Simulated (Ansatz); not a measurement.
**SiO2 (P4₁2₁2, No. 92)**

Calculation: r²SCAN-D4 in Ansatz (plane waves, PAW).

Numerical settings: plane-wave cutoff 560 eV, 8×8×6 k mesh (along the axes of the cell as run), Fermi–Dirac smearing 0.01 eV, scalar-relativistic PAW data made under PBE.

Cell (relaxed at this level):

Space group P4₁2₁2 (No. 92); a = b = 4.920 Å, c = 6.793 Å, α = β = γ = 90.00°

```csv
atom,site,symmetry,x,y,z
Si,4a,..2,0.3091,0.3091,0.0000
O,8b,1,0.2354,0.1222,0.1878
```

```json
{
  "bulk modulus B0": "15.8 GPa",
  "band_gap": "6.43 eV (direct)",
  "pressure derivative B′ of the bulk modulus": "6.3"
}
```

Note: the bulk modulus comes from volumes at which shape and atoms were relaxed.

The result took about 60 core-minutes (a rough figure).

Ansatz is a first-principles code.
